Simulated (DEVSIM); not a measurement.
Structure: illuminated Si p-on-n cell, one wavelength, at 350 K.

Layer 1 from the left is Si, thickness (μm) 0.780, Na (cm⁻³) 3.7e18, τn (s) 1.2e-7, τp (s) 7.4e-8, absorption coefficient (cm⁻¹) 530. Layer 2 from the left is Si, thickness (μm) 83.0, Nd (cm⁻³) 8.4e15, τn (s) 1.3e-6, τp (s) 1.3e-6, absorption coefficient (cm⁻¹) 530.

Left contact: ohmic, minority electron recombination velocity 10 cm/s. Right contact: ohmic, minority hole recombination velocity 6e5 cm/s. Voltage is applied to the left contact. Recombination: SRH at mid-gap, radiative, Auger. Gap narrowing is on: ΔEg = 6.92 meV × (l + √(l² + 0.5)), l = ln(N/1.3e17 cm⁻³), shared equally by both band edges. Light enters at the left, 1.3e18 photons cm⁻² s⁻¹, one pass, no reflection. Mobility is constant in doping.

The device is made up for the run: typed textbook-type constants, with dimensions and the other settings drawn at random. Values at 300 K; Nc and Nv go as T^1.5, mobilities as T to minus their exponent, the gap by Varshni's rule with the affinity fixed.

Si: gap (eV) 1.124, affinity (eV) 4.05, permittivity 11.7, Nc (cm⁻³) 2.86e19, Nv (cm⁻³) 3.1e19, μn (cm²/Vs) 1417, μp (cm²/Vs) 470, T exponent of μn 2.3, T exponent of μp 2.2, B (cm³/s) 4.7e-15, Cn (cm⁶/s) 2.8e-31, Cp (cm⁶/s) 9.9e-32, Varshni α (eV/K) 0.000473, Varshni β (K) 636.

Model (solved in DEVSIM): 1D drift-diffusion, Boltzmann statistics, complete ionisation; no tunnelling, impact ionisation, image-force lowering or self-heating.

Question: What does the simulation give for the fill factor, the potential step across the device at zero bias, the short-circuit current, the dark forward voltage at 1 A/cm²?

Answer: fill factor 0.78; potential step across the device at zero bias 0.764 V; short-circuit current 139 mA/cm²; dark forward voltage at 1 A/cm² 0.573 V.
